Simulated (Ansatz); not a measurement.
The parent structure is WSi₂ (space group I4/mmm, No. 139; a = 3.202 Å, c = 7.818 Å; relaxed with 0.1 eV smearing). Axes: x, y, z lie along a, b, c of the conventional cell.

Calculations: PBEsol in Ansatz (plane waves to 420 eV, PAW, no spin-orbit coupling).

Strains are applied to the cell and any free atomic positions relax.

One change was made to it. Results:

| quantity | base | after |
|---|---|---|
| energy relative to the base (free energy F) | 0 meV/atom | +23 meV/atom |
| pressure (mean of the normal stresses, compression positive) | 0.0 GPa | 8.6 GPa |

Question: What was done to the base?
A. uniaxial strain ε_zz = −0.50 %
B. uniaxial strain ε_zz = −1.00 %
C. uniaxial strain ε_zz = −3.00 %
D. uniaxial strain ε_zz = +1.00 %

Answer: C, uniaxial strain ε_zz = −3.00 %. For comparison, the energy relative to the base in the other runs: uniaxial strain ε_zz = +1.00 % gives +2.2 meV/atom; uniaxial strain ε_zz = −1.00 % gives +2.4 meV/atom; uniaxial strain ε_zz = −0.50 % gives +0.6 meV/atom.

Stability against distortions was not tested. The final runs are not spin-polarised.

Ansatz is a program for electronic structure.
